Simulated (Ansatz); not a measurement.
Consider the energy change from cell B to cell A (net 3 H added and 1 Si added, other atoms rearranged, in a slab cell with eight atoms a plane). Reaction: cell B + SiH4 (gas) → cell A + 1/2 H2 (gas). A negative value means that the right-hand side lies lower.

Cell A: a slab of ZnO (wurtzite, P6₃mc) cut along (1 0 -1 0), 72 atoms, rectangular cell of 6.56 × 10.59 Å (69.4 Å²), symmetry P1 within 0.02 Å, 13.1 Å thick under 15 Å of vacuum, in-plane vectors held at the crystal's; planes from bottom to top: Zn8O8 | Zn4O4 × 4 | Zn8O8 | SiH | SiH4 | H, its two faces unlike (dipole correction applied); added, foreign or displaced atoms, above the top plane and within the planes: ZnSiH3 bound through Si to 1 O at 1.63 Å; SiH3 bound through Si to 1 Zn at 2.37 Å; spin state with PBE: run without spin, k-point mesh 4×2×1.
```
CELL_PARAMETERS angstrom
      6.55878     0.00000     0.00000
      0.00000    10.58649     0.00000
      0.00000     0.00000    28.32485
ATOMIC_POSITIONS crystal
  Zn 0.25302 0.00183 0.31134
  Zn 0.50327 0.23339 0.29295
  O  0.25342 0.31325 0.31414
  O  0.50327 0.05961 0.28245
  Zn 0.00305 0.00413 0.41463
  Zn 0.25369 0.25131 0.38305
  O  0.00323 0.31458 0.41393
  O  0.25281 0.06312 0.38171
  Zn 0.74828 0.00115 0.51527
  Zn 0.00331 0.25077 0.48036
  O  0.75457 0.31539 0.51211
  O  0.00269 0.06095 0.48281
  Zn 0.50025 0.09380 0.61570
  Zn 0.77679 0.26551 0.57978
  O  0.50266 0.28987 0.61090
  O  0.75565 0.07066 0.58221
  Zn 0.25347 0.50237 0.31110
  Zn 0.50344 0.73421 0.29547
  O  0.25331 0.81346 0.31705
  O  0.50334 0.56175 0.28260
  Zn 0.00349 0.50496 0.41455
  Zn 0.25349 0.75090 0.38599
  O  0.00366 0.81431 0.41778
  O  0.25350 0.56349 0.38167
  Zn 0.75684 0.50475 0.51500
  Zn 0.00431 0.75606 0.48537
  O  0.75183 0.81231 0.51918
  O  0.00348 0.56698 0.48199
  Zn 0.50353 0.47329 0.60462
  Zn 0.76477 0.74201 0.58634
  O  0.50770 0.79795 0.62204
  O  0.74983 0.55565 0.58344
  Zn 0.75349 0.00178 0.31135
  Zn 0.00320 0.23365 0.29304
  O  0.75306 0.31328 0.31417
  O  0.00324 0.05992 0.28236
  Zn 0.50322 0.00405 0.41421
  Zn 0.75270 0.25137 0.38308
  O  0.50316 0.31433 0.41426
  O  0.75350 0.06317 0.38168
  Zn 0.25715 0.00045 0.51502
  Zn 0.50289 0.25376 0.48144
  O  0.25168 0.31669 0.51199
  O  0.50285 0.06364 0.48201
  Zn 0.00208 0.98836 0.60315
  Zn 0.22883 0.26591 0.57938
  O  0.00344 0.32139 0.61455
  O  0.24635 0.07142 0.58135
  Zn 0.75301 0.50240 0.31122
  Zn 0.00340 0.73400 0.29546
  O  0.75350 0.81341 0.31712
  O  0.00314 0.56150 0.28272
  Zn 0.50278 0.50454 0.41496
  Zn 0.75359 0.75083 0.38607
  O  0.50346 0.81416 0.41773
  O  0.75280 0.56339 0.38184
  Zn 0.24859 0.50597 0.51591
  Zn 0.50397 0.75206 0.48499
  O  0.25662 0.81156 0.51960
  O  0.50207 0.56359 0.48263
  Zn 0.00203 0.49968 0.62911
  Zn 0.24783 0.74358 0.58739
  O  0.00486 0.81536 0.61574
  O  0.25353 0.55594 0.58524
  Si 0.52167 0.86531 0.67359
  H  0.72958 0.86781 0.69426
  H  0.47692 0.01276 0.66901
  H  0.35813 0.82834 0.70719
  Si 0.94432 0.57917 0.70599
  H  0.06989 0.68923 0.72236
  H  0.72581 0.62272 0.71087
  H  0.96770 0.47894 0.74317
```

Cell B: a slab of ZnO (wurtzite, P6₃mc) cut along (1 0 -1 0), 68 atoms, rectangular cell of 6.56 × 10.59 Å (69.4 Å²), symmetry P1 within 0.02 Å, 12.0 Å thick under 16 Å of vacuum, in-plane vectors held at the crystal's; planes from bottom to top: Zn4O4 × 8 | SiH3, its two faces unlike (dipole correction applied); added, foreign or displaced atoms, above the top plane: SiH3 bound through Si to 1 O at 1.69 Å; spin state with PBE: no moments, k-point mesh 4×2×1.
```yaml
crystal:
  lattice:
    - [6.55878, 0.00000, 0.00000]
    - [0.00000, 10.58649, 0.00000]
    - [0.00000, 0.00000, 28.32485]
  atoms:
    - { symbol: Zn, position: [0.25092, 0.01791, 0.31054] }
    - { symbol: Zn, position: [0.50074, 0.25003, 0.29410] }
    - { symbol: O, position: [0.25080, 0.32929, 0.31611] }
    - { symbol: O, position: [0.50075, 0.07695, 0.28206] }
    - { symbol: Zn, position: [0.00072, 0.01964, 0.41325] }
    - { symbol: Zn, position: [0.25077, 0.26705, 0.38478] }
    - { symbol: O, position: [0.00070, 0.32966, 0.41693] }
    - { symbol: O, position: [0.25108, 0.07905, 0.38149] }
    - { symbol: Zn, position: [0.75181, 0.01647, 0.51285] }
    - { symbol: Zn, position: [0.00049, 0.26839, 0.48387] }
    - { symbol: O, position: [0.75103, 0.32665, 0.51775] }
    - { symbol: O, position: [0.00058, 0.07820, 0.48183] }
    - { symbol: Zn, position: [0.50070, 0.01134, 0.60418] }
    - { symbol: Zn, position: [0.75325, 0.26550, 0.58711] }
    - { symbol: O, position: [0.50049, 0.31885, 0.61675] }
    - { symbol: O, position: [0.75530, 0.07413, 0.58341] }
    - { symbol: Zn, position: [0.25068, 0.51777, 0.31092] }
    - { symbol: Zn, position: [0.50075, 0.75008, 0.29425] }
    - { symbol: O, position: [0.25076, 0.82939, 0.31628] }
    - { symbol: O, position: [0.50070, 0.57689, 0.28256] }
    - { symbol: Zn, position: [0.00057, 0.51936, 0.41399] }
    - { symbol: Zn, position: [0.25088, 0.76693, 0.38482] }
    - { symbol: O, position: [0.00066, 0.82954, 0.41734] }
    - { symbol: O, position: [0.25057, 0.57909, 0.38197] }
    - { symbol: Zn, position: [0.75012, 0.51402, 0.51348] }
    - { symbol: Zn, position: [0.00041, 0.76817, 0.48369] }
    - { symbol: O, position: [0.74883, 0.82729, 0.51893] }
    - { symbol: O, position: [0.00019, 0.57901, 0.48290] }
    - { symbol: Zn, position: [0.49934, 0.49210, 0.60514] }
    - { symbol: Zn, position: [0.76635, 0.76228, 0.58470] }
    - { symbol: O, position: [0.50054, 0.82728, 0.62318] }
    - { symbol: O, position: [0.74755, 0.57690, 0.58433] }
    - { symbol: Zn, position: [0.75068, 0.01792, 0.31049] }
    - { symbol: Zn, position: [0.00080, 0.25005, 0.29413] }
    - { symbol: O, position: [0.75074, 0.32929, 0.31607] }
    - { symbol: O, position: [0.00085, 0.07694, 0.28216] }
    - { symbol: Zn, position: [0.50091, 0.01965, 0.41358] }
    - { symbol: Zn, position: [0.75074, 0.26706, 0.38473] }
    - { symbol: O, position: [0.50082, 0.32926, 0.41701] }
    - { symbol: O, position: [0.75055, 0.07907, 0.38143] }
    - { symbol: Zn, position: [0.24994, 0.01680, 0.51266] }
    - { symbol: Zn, position: [0.50095, 0.26838, 0.48407] }
    - { symbol: O, position: [0.25041, 0.32638, 0.51760] }
    - { symbol: O, position: [0.50116, 0.07820, 0.48231] }
    - { symbol: Zn, position: [0.00126, 0.99586, 0.60685] }
    - { symbol: Zn, position: [0.24798, 0.26546, 0.58697] }
    - { symbol: O, position: [0.00078, 0.32355, 0.61732] }
    - { symbol: O, position: [0.24670, 0.07423, 0.58318] }
    - { symbol: Zn, position: [0.75084, 0.51776, 0.31085] }
    - { symbol: Zn, position: [0.00086, 0.75007, 0.29421] }
    - { symbol: O, position: [0.75084, 0.82940, 0.31621] }
    - { symbol: O, position: [0.00082, 0.57689, 0.28249] }
    - { symbol: Zn, position: [0.50083, 0.51891, 0.41375] }
    - { symbol: Zn, position: [0.75076, 0.76691, 0.38472] }
    - { symbol: O, position: [0.50098, 0.82955, 0.41724] }
    - { symbol: O, position: [0.75084, 0.57908, 0.38189] }
    - { symbol: Zn, position: [0.25083, 0.51371, 0.51312] }
    - { symbol: Zn, position: [0.50138, 0.76688, 0.48355] }
    - { symbol: O, position: [0.25299, 0.82760, 0.51839] }
    - { symbol: O, position: [0.50082, 0.57801, 0.48252] }
    - { symbol: Zn, position: [0.00038, 0.49637, 0.60492] }
    - { symbol: Zn, position: [0.23602, 0.76196, 0.58381] }
    - { symbol: O, position: [0.00263, 0.82143, 0.61969] }
    - { symbol: O, position: [0.25233, 0.57663, 0.58357] }
    - { symbol: Si, position: [0.49006, 0.79074, 0.68125] }
    - { symbol: H, position: [0.69925, 0.79342, 0.70169] }
    - { symbol: H, position: [0.35779, 0.88405, 0.70620] }
    - { symbol: H, position: [0.40445, 0.66050, 0.68647] }
```

Reference: an isolated H2 molecule (singlet) in a box of 11 × 11 × 13 Å.

Reference: an isolated SiH4 molecule (singlet) in a box of 13 × 13 × 14 Å.

Plane-wave PAW calculations with Ansatz (an electronic-structure program), its default PAW set, cutoff 420 eV, 500 eV for r2SCAN. The structures are at rest with PBE, within the held lattices; other levels are single points on them. Neutral cells; Fermi-Dirac smearing of at most 0.05 eV in the solids, energies taken to zero width. The lattices are those relaxed with PBE, so at other levels the solids can be strained, which adds to the spread. Larger cells are relaxed from a start prepared with the learned potential CHGNet, on a coarser mesh till forces fall under 0.03 eV/Å, which some starts already meet. A dispersion term (D3(BJ), or D4 for r2SCAN) was computed beside these levels and is taken off wherever the name lacks it. The PAW files were made for PBE and serve at the other functionals too. Space groups of crystals are read within 0.01 Å. Nuclei at rest; no vibrational terms. The structures are the rest points that the relaxations reached, not proven lowest. Values are for these cell sizes.

### Question
Give the value at the level r2SCAN.

### Answer
-0.42 eV, for cell B + SiH4 (gas) → cell A + 1/2 H2 (gas).

### Question
List the value at the remaining levels and say how far they part.

### Answer
```json
[
 {"Functional": "PBE", "value (eV)": "-0.11", "less r2SCAN": "0.31"}
]
```

The levels shown span 0.31 eV, from r2SCAN (-0.42) to PBE (-0.11).
